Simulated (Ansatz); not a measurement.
System: Sc2C (model structure, started from the Cu2Sb type, P4/nmm, No. 129, 6 atoms in the cell). Method: LDA (plane waves, PAW; Ansatz, a quantum-chemistry and plane-wave program).

Run with plane-wave cutoff 520 eV, 12×12×8 k mesh (along the axes of the cell as run), Fermi–Dirac smearing 0.05 eV, scalar-relativistic PAW data made under PBE.

Cell (relaxed at this level):

```cif
data_C2Sc4
_chemical_formula_sum 'Sc4 C2'
_space_group_name_H-M_alt 'P4/nmm :1'
_space_group_IT_number 129
_space_group_name_Hall 'P 4ab 2ab -1ab'
_cell_length_a 3.57725
_cell_length_b 3.57725
_cell_length_c 6.41165
_cell_angle_alpha 90.000
_cell_angle_beta 90.000
_cell_angle_gamma 90.000
loop_
_space_group_symop_operation_xyz
  'x, y, z'
  '-y+1/2, x+1/2, z'
  '-x, -y, z'
  'y+1/2, -x+1/2, z'
  'x+1/2, -y+1/2, -z'
  '-y, -x, -z'
  '-x+1/2, y+1/2, -z'
  'y, x, -z'
  '-x+1/2, -y+1/2, -z'
  'y, -x, -z'
  'x+1/2, y+1/2, -z'
  '-y, x, -z'
  '-x, y, z'
  'y+1/2, x+1/2, z'
  'x, -y, z'
  '-y+1/2, -x+1/2, z'
loop_
_atom_site_label
_atom_site_type_symbol
_atom_site_symmetry_multiplicity
_atom_site_Wyckoff_symbol
_atom_site_fract_x
_atom_site_fract_y
_atom_site_fract_z
_atom_site_occupancy
Sc1 Sc 2 a 0.00000 0.00000 0.00000 1
Sc2 Sc 2 c 0.50000 0.00000 0.37524 1
C1 C 2 c 0.00000 0.50000 0.26945 1
```

What does this level give for the bulk modulus B0?


- bulk modulus B0 = 124 GPa

The run finds no gap.

Note: the bulk modulus is −V dP/dV from two relaxed cells at ±2 % in volume; the relaxation could raise the start's symmetry but not lower it, so the cell can be a saddle point.

Computed values are for the static lattice.

The result took very roughly 10 core-minutes.

A model structure was made by putting elements into a prototype or built by hand; it is no filed structure, need not be a known phase, and can be a saddle point held by its symmetry.
